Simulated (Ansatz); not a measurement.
Ni on the 1x1 (101) surface of tetragonal HfO2 (a metastable polymorph) (cut with top plane O), one in a 2x1 cell, energies for each (46.0 Å²). Energies are against an atom of fcc Ni, ferromagnetic, without zero-point or thermal terms; each row is named by its start. No converged result for: 5 more starts.

Host crystal: tetragonal HfO2, with a band gap (PBE, scalar-relativistic without spin-orbit coupling).

Calculation: PBE (plane waves to 420 eV, PAW; Ansatz, a quantum-chemistry and plane-wave program).

Set-up: 37 atoms, 7.6 Å thick at the start under the adsorbate (thin: gaps and levels are the slab's own); mesh 3x3x1; 0.01 eV smearing; dipole correction on; 16 atoms held, the rest relaxed; each run with such symmetry as its start has; spin-polarised, no spin-orbit, no U, no dispersion correction.

A negative adsorption energy means that the adsorbate is more stable on the surface than in its reference. Starts that drift may end in the same place. Heights count from the host atoms within 0.3 Å of the top one.

```tsv
starting site	E_ads (eV)	height (Å)	nearest host atom (Å)	bonded to	change of the vacuum step (eV)	lateral drift (Å)	moment (μB)
top Hf (the adsorbate broke or entered a bond of the host)	2.80	0.91	O 1.74	3 Hf + O	-0.53	1.2	0.0
over Hf at depth 1.0 Å	2.24	0.55	O 1.98	3 Hf + 2 O	-0.09	1.4	0.0
hollow Hf-Hf-O-O-O over O at depth 1.8 Å	2.24	0.55	O 1.98	3 Hf + 2 O	-0.10	0.6	0.0
bridge Hf-O (span 2.0 Å)	2.62	1.26	O 1.77	3 Hf + O	-0.57	1.7	0.0
```
